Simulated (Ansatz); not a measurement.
## What pressure −1 GPa does to Nb5Si3

The reference is Nb$_{5}$Si$_{3}$ (space group I4/mcm, No. 140; a = 6.549 Å, c = 11.806 Å).

Perturbation: hydrostatic tension (pressure −1 GPa).

Calculations: Ansatz (a first-principles code), PBEsol, PAW, cutoff 420 eV, without spin-orbit coupling. Settings: 8×8×8 k-points, 0.05 eV Fermi–Dirac smearing.

```csv
quantity,base,changed,shift
volume per atom,15.82 Å³,15.90 Å³,+0.08 Å³
lattice parameter a,6.549 Å,6.559 Å,+0.010 Å
c/a ratio,1.803,1.803,0.000
shortest interatomic distance,2.396 Å,2.399 Å,+0.003 Å
enthalpy H = E + PV relative to the base's energy,–,-0.10 eV/atom,–
band gap,zero,zero,–
```

Cost of the whole job for the changed cell (relaxation, final SCF and bands): about 7 core-minutes (a rough figure).

Load acts through the strain it causes; cell and atoms are relaxed under it. No phonon test of stability was made. All final runs are without spin polarisation.
